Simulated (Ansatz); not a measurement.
## hypothetical zinc blende CsBr with two functionals, Cs → K

Base system: CsBr in the zinc blende structure (space group F-43m, No. 216; a = 8.193 Å; a hypothetical phase, not in the database extracts checked).

(Cell as relaxed with PBE.)

Levels (all Ansatz, a first-principles code, PAW): PBE (420 eV, scalar-relativistic without spin-orbit coupling); PBEsol (420 eV, no SOC).

Each level relaxes its own structure.

```csv
base,PBE,PBEsol
volume per atom,68.74 Å³,64.41 Å³
lattice parameter a,8.193 Å,8.017 Å
band gap,3.97 eV,4.10 eV
```

Perturbation: every Cs is replaced by K; the structure is relaxed again.

```json
[
 {"quantity": "gap character", "PBE": "indirect, L → Γ", "PBEsol": "(withheld)"},
 {"quantity": "electron mass", "PBE": "0.50 mₑ (at Γ)", "PBEsol": "(withheld)"},
 {"quantity": "lattice parameter a", "PBE": "7.442 Å", "PBEsol": "(withheld)"},
 {"quantity": "smallest direct gap", "PBE": "4.25 eV", "PBEsol": "(withheld)"}
]
```

### Question
What does PBEsol give?

### Answer

- gap character, PBEsol: indirect, L → Γ
- electron mass, PBEsol: 0.49 mₑ (at Γ)
- lattice parameter a, PBEsol: 7.310 Å
- smallest direct gap, PBEsol: 4.36 eV

PBE's lattice parameter a lies 0.132 Å above PBEsol's (1.8 %); PBE's smallest direct gap lies 0.11 eV below PBEsol's; the two agree on the gap character. Neither level is exact; PBEsol is the comparison here, not a measurement.

Effective masses come from finite differences of ±0.01 Å⁻¹. Stability against distortions was not tested. As relaxed here, KBr is a hypothetical phase, not in the database extracts checked.
